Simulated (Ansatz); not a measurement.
A computed series for TiAl3: element substitutions

Start from TiAl3 (space group I4/mmm, No. 139; a = 3.824 Å, c = 8.561 Å).

Each row replaces one element on all its sites; cell and atoms are relaxed.

Method: r2SCAN (Ansatz, a program for electronic structure), no spin-orbit coupling.

```tsv
change	shortest interatomic distance	c/a ratio
base	2.704 Å	2.239
Al → Y	3.408 Å	1.958
Al → Tl	3.041 Å	2.345
Al → Si	2.564 Å	2.310
Al → Lu	3.298 Å	1.984
```

Stability against distortions was not tested. As relaxed here, Y3Ti, TiTl3, TiSi3 and Lu3Ti are hypothetical phases, not in the database extracts checked. The final runs are not spin-polarised. An odd electron count without spin: Y3Ti, TiAl3, TiTl3 and Lu3Ti. Y3Ti, TiTl3, TiSi3 and Lu3Ti have a high density of states at the Fermi level and may be magnetic at this level.
